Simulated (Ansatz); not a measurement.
System: HoPt (Pnma, No. 62; cell taken from a computed entry). Method: LDA (Ansatz, an electronic-structure program, plane waves, PAW).

Numerical settings: plane-wave cutoff 500 eV, 8×12×10 k mesh (along the axes of the cell as run), Fermi–Dirac smearing 0.1 eV, spin-polarised start, scalar-relativistic PAW data made under PBE.

Computed at the level's own relaxed cell.

Q: What does this level give for the equilibrium volume per atom?

A: 
equilibrium volume per atom: 20.62 Å³/atom

The run finds no gap.

Note: the magnetic order was assumed, not searched for or taken from measurement; the relaxation could not lower the start's symmetry, so the cell can be a saddle point above a distorted one; the 4f shell is treated without U or exact exchange, so its levels and filling can be wrong.

Spin–orbit coupling is not included.

The result took roughly 2.6 core-hours.
